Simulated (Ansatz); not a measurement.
# Hypothetical Fm-3m MoTe2: strain tensor (xx, yy, zz, yz, xz, xy) = (+0.59, +1.60, −0.09, +1.51, −0.67, +0.27) %

Base system: MoTe₂ (space group Fm-3m, No. 225; a = 6.645 Å; a hypothetical phase, not in the database extracts checked; relaxed with 0.1 eV smearing). Axes: x, y, z lie along the cube axes.

The change: the symmetric strain tensor [0.0059 0.0027 -0.0066; 0.0027 0.0160 0.0151; -0.0066 0.0151 -0.0009]; the atoms relax in the strained cell.

All numbers come from r2SCAN (Ansatz, a quantum-chemistry and plane-wave program; PAW; 500 eV plane waves; scalar-relativistic without spin-orbit coupling). k-mesh 15×15×15 (Γ-centred); smearing 0.1 eV (Fermi–Dirac).

- Volume per atom = 24.96 Å³ (base 24.45 Å³)
- Space group = P-1 (No. 2) (base Fm-3m (No. 225))
- Shortest interatomic distance = 2.869 Å (base 2.877 Å)
- Energy relative to the base (free energy F) = +4.6 meV/atom
- Pressure (mean of the normal stresses, compression positive) = -1.8 GPa (base 0.0 GPa)
- Band gap = zero (base zero)
- Largest internal atomic displacement = 0.021 Å
- Stress (xx, yy, zz, yz, xz, xy; compression positive) = (-1.7, -2.2, -1.6, -0.5, 0.1, 0.0) GPa

Final structure:

```
MoTe2
1.0
   -0.01312     3.42562     3.36947
    3.31981     0.05914     3.29721
    3.35087     3.38442     0.02807
Mo Te
1 2
Direct
  0.00000   0.00000   0.00000
  0.25347   0.24506   0.24937
  0.74653   0.75494   0.75063
```

Whether these cells are dynamically stable was not tested. The final runs are not spin-polarised. MoTe2 has a high density of states at the Fermi level and may be magnetic at this level.
